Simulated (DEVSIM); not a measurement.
System: n-channel Si planar bulk MOSFET with Al2O3, at 300 K.

Gate length: 40 nm
Source drain length: 32 nm
Dielectric thickness: 2.1 nm
Lateral straggle: 1.9 nm
Underlap: 0 nm
Junction depth: 15.4 nm
Substrate depth: 121 nm
Gate work function: 4.13 eV
Source and drain doping: 6.9e19 cm⁻³, Gaussian tails under the gate
Body doping: 2.4e18 cm⁻³
Lifetime: 3e-8 s
Supply: 0.7 V

All mobilities are scaled by 1; velocity saturation, μ/(1 + (μE/vsat)^b)^(1/b) with b = 2 for electrons and 1 for holes and E the electric field along each mesh edge, is on. Mobility is constant in doping.

Constants are typed, rounded textbook-type inputs, not results; the design itself was drawn at random and stands for no fabricated device. Values at 300 K.

Si: gap (eV) 1.124, affinity (eV) 4.05, permittivity 11.7, Nc (cm⁻³) 2.86e19, Nv (cm⁻³) 3.1e19, μn (cm²/Vs) 1417, μp (cm²/Vs) 470, vsat,n (cm/s) 1e7, vsat,p (cm/s) 8.4e6. Al2O3: gap (eV) 6.8, affinity (eV) 1.35, permittivity 9.

Model (solved in DEVSIM): 2D drift-diffusion, Boltzmann statistics, complete ionisation; no quantum confinement, tunnelling, impact ionisation, self-heating, contact resistance or fringe fields beside the gate. Metal contacts follow the ideal Schottky-Mott rule: no Fermi-level pinning, no interface dipoles.

Transfer curves, |Id| in μA/μm:

```csv
Vg (V),Vd = 0.05 V,Vd = 0.7 V
-0.21,1.388e-5,3.901e-5
-0.175,4.268e-5,0.0001196
-0.14,0.0001314,0.0003674
-0.105,0.0004048,0.001129
-0.07,0.001248,0.003471
-0.035,0.003849,0.01068
0,0.01187,0.03282
0.035,0.03658,0.1008
0.07,0.1125,0.3087
0.105,0.3446,0.9393
0.14,1.046,2.814
0.175,3.104,8.134
0.21,8.761,21.75
0.245,22.39,50.77
0.28,49.14,99.67
0.315,91.09,166.8
0.35,146.2,247.6
0.385,211.0,337.7
0.42,282.4,434.1
0.455,357.8,535.0
0.49,435.6,639.0
0.525,514.6,745.5
0.56,593.8,854.0
0.595,672.5,963.9
0.63,750.2,1075
0.665,826.3,1187
0.7,900.6,1301
```

Q: Work out the subthreshold swing at low drain bias from the rows at -0.07 and -0.035 V, and compare it with the thermal limit.

A: log10(0.003849/0.001248) = 0.489 over 35.0 mV, so S = 71.6 mV/decade. The limit kT/q ln 10 is 59.5 mV/decade; the ratio is 1.20. This is the steepest step of the table.

Q: Find both thresholds at the constant current 0.1 μA × (1 μm/L) a micrometre, and the DIBL.

A: The current is 2.50 μA/μm. Interpolating ln Id gives 0.168 V and 0.136 V; their difference over the 0.65 V of drain bias is 49 mV/V.

Source and drain are degenerate, where Boltzmann statistics are only rough. The electric field that drives the saturation includes the junctions' built-in field, which lowers the mobility there even at small currents: subthreshold currents come out too low, a known weakness of this choice.
